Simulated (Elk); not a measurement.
Band structure of ZrHg₃ (Pm-3m, 4 atoms in the cell).

```
CELL_PARAMETERS angstrom
      4.41774     0.00000     0.00000
      0.00000     4.41774     0.00000
      0.00000     0.00000     4.41774
ATOMIC_POSITIONS crystal
  Zr 0.00000 0.00000 0.00000
  Hg 0.50000 0.50000 0.00000
  Hg 0.00000 0.50000 0.50000
  Hg 0.50000 0.00000 0.50000
```

Method of the run: LDA (PW92), all-electron FP-LAPW, Elk's shipped species files, default APW+lo basis (Elk).

Settings: stype = 0; swidth = 0.00367493 Ha; ngridk = 8 8 8; rmtscf = 0.99; maxscl = 100.

The starting cell comes from a database of computed structures (which also holds hypothetical and non-ambient phases and stackings), without a prior relaxation at this level. Spin-orbit coupling is off. Values depend on the basis (sphere radii, cutoffs, local orbitals), which need not be converged.

Levels in eV from the Fermi level, bands 30 to 37:
| point | 30 | 31 | 32 | 33 | 34 | 35 | 36 | 37 |
|---|---|---|---|---|---|---|---|---|
| Γ | -1.00 | -1.00 | 0.09 | 0.09 | 0.09 | 2.09 | 2.09 | 2.09 |
| X | -5.66 | -0.49 | -0.49 | -0.14 | 0.37 | 1.38 | 1.95 | 4.22 |
| M | -3.61 | -3.61 | -2.87 | 0.18 | 0.18 | 1.63 | 2.38 | 2.81 |
| R | -2.73 | -2.73 | -2.05 | -1.18 | -1.18 | -1.18 | 2.18 | 2.18 |

Bands cross the Fermi level along this path, so the cell is metallic at this level.
